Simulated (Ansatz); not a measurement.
The starting structures come from a database of crystals and need not be the phases stable at ambient conditions.

Input:

```yaml
crystal:
  lattice:
    - [6.69101, 0.00000, 0.00000]
    - [-1.07690, 6.70953, 0.00000]
    - [-2.15380, 3.02435, 5.60689]
  atoms:
    - { symbol: Ga, position: [0.50424, 0.50298, 0.27937] }
    - { symbol: Ga, position: [0.00424, 0.49702, 0.78235] }
    - { symbol: Ga, position: [0.50133, 0.82892, 0.58544] }
    - { symbol: Ga, position: [0.00133, 0.17108, 0.41436] }
    - { symbol: Se, position: [0.88678, 0.84344, 0.74041] }
    - { symbol: Se, position: [0.38678, 0.15656, 0.58385] }
    - { symbol: Se, position: [0.36396, 0.82994, 0.21844] }
    - { symbol: Se, position: [0.86396, 0.17006, 0.04838] }
    - { symbol: Se, position: [0.39128, 0.48470, 0.90158] }
    - { symbol: Se, position: [0.89128, 0.51530, 0.38628] }
```

Space group of this cell: Cc. The cell is taken as given; by PBEsol its mean pressure is -0.5 GPa.

Transport runs along the normal of the first two printed cell vectors.

The gap is the functional's own, uncorrected, and κ follows it; spin-orbit coupling is left out. Mid-gap values are interpolated between the computed energies.

Task: Give the band gap and the smallest decay constant κ at mid-gap that PBEsol (Ansatz, a quantum-chemistry and plane-wave program) yields.

Result: Gap 1.09 eV on a 6×6×6 mesh; κ = 0.112 1/Å, at the zone centre.
